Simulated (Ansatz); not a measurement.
The parent structure is Bi2Se3 in the Bi2Te3 type structure (space group R-3m, No. 166; a = 4.0815 Å, c = 27.6641 Å (hexagonal axes)).

Levels (all Ansatz, a first-principles code, PAW, earlier PAW set): PBEsol-D3(BJ) (420 eV, without spin-orbit coupling); r2SCAN (500 eV, no spin-orbit coupling); HSE06 (420 eV, scalar-relativistic without spin-orbit coupling).

At the geometry relaxed with PBEsol-D3(BJ), these levels gave the following band gaps, in shuffled order: (a) zero, (b) 0.43 eV, (c) 0.30 eV.

**Question.** Match each gap to its level.

**Answer.** (a) PBEsol-D3(BJ); (b) HSE06; (c) r2SCAN.

Single points use the geometry relaxed with PBEsol-D3(BJ). The hybrid gap comes from the SCF mesh plus the semilocal run's edge points and a few special points and is an upper bound. Spin-orbit coupling, missing from the scalar runs, can matter with Bi. Whether these cells are dynamically stable was not tested. The final runs are not spin-polarised. Gaps under 0.05 eV, about the width of the smearing, are given as zero. The zero or small gap of Bi2Se3 can change with the level of theory.
